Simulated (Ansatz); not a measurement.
Consider Au in the fcc (Cu type) structure (space group Fm-3m, No. 225; relaxed with 0.1 eV smearing).

```yaml
crystal:
  lattice:
    - [0.00000, 2.02383, 2.02383]
    - [2.02383, 0.00000, 2.02383]
    - [2.02383, 2.02383, 0.00000]
  atoms:
    - { symbol: Au, position: [0.00000, 0.00000, 0.00000] }
```

Cartesian axes are those of the cell as printed.

The values are results of plane-wave PAW DFT at the LDA level (Ansatz, a program for electronic structure, 420 eV), spin-orbit coupling left out, not measurements.

Perturbation: the cell is scaled by 0.9800 in all directions, atoms relaxed at fixed cell.

Q: Predict the stress tensor and what it implies for the stiffness.

A: Stress of the strained cell less that of the base (GPa, compression positive):
```
   14.0     0.0     0.0
    0.0    14.0     0.0
    0.0     0.0    14.0
```

Then B = −ΔP/(ΔV/V₀) with ΔV/V₀ = -0.0588 gives secant stiffness values (nonlinear terms included at this strain): B ≈ 238 GPa.

As a check, the harmonic strain energy −½ V₀ Δσ:ε is 43 meV/atom; the computed energy rise is 40 meV/atom.

Stability against distortions was not tested.
